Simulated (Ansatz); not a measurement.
## A computed series for MgTe: response to strain

Base system: MgTe in the wurtzite structure (space group P6_3mc, No. 186; a = 4.509 Å, c = 7.338 Å). Axes: x lies along a and z along c of the hexagonal cell.

Strains are applied to the cell and any free atomic positions relax.

Calculations: plane-wave PAW DFT at the LDA level (Ansatz, a quantum-chemistry and plane-wave program, 420 eV), no SOC.

Notes on the quantities. band gap: an upper bound: an edge found on the path is not a true extremum; the base alone; energy relative to the base: free energy F.

```
variant                      band gap  energy relative to the base  shortest interatomic distance
---------------------------  --------  ---------------------------  -----------------------------
base                          2.43 eV                   0 meV/atom                        2.757 Å
tensor shear ε_xz = +0.33 %   2.42 eV                 0.0 meV/atom                        2.756 Å
tensor shear ε_xz = +1.33 %   2.37 eV                            ?                        2.754 Å
tensor shear ε_xz = +1.67 %   2.36 eV                            ?                        2.753 Å
tensor shear ε_xz = +2.00 %   2.34 eV                            ?                              ?
tensor shear ε_xz = +0.67 %   2.40 eV                +0.2 meV/atom                        2.755 Å
tensor shear ε_xz = +1.00 %   2.39 eV                +0.4 meV/atom                        2.754 Å
```

Problem. What belongs in the blanks?

Solution. 
- tensor shear ε_xz = +1.33 %, energy relative to the base: +0.7 meV/atom
- tensor shear ε_xz = +1.67 %, energy relative to the base: +1.1 meV/atom
- tensor shear ε_xz = +2.00 %, energy relative to the base: +1.6 meV/atom
- tensor shear ε_xz = +2.00 %, shortest interatomic distance: 2.752 Å

Spin-orbit coupling, missing from the scalar runs, can matter with Te. Whether these cells are dynamically stable was not tested.
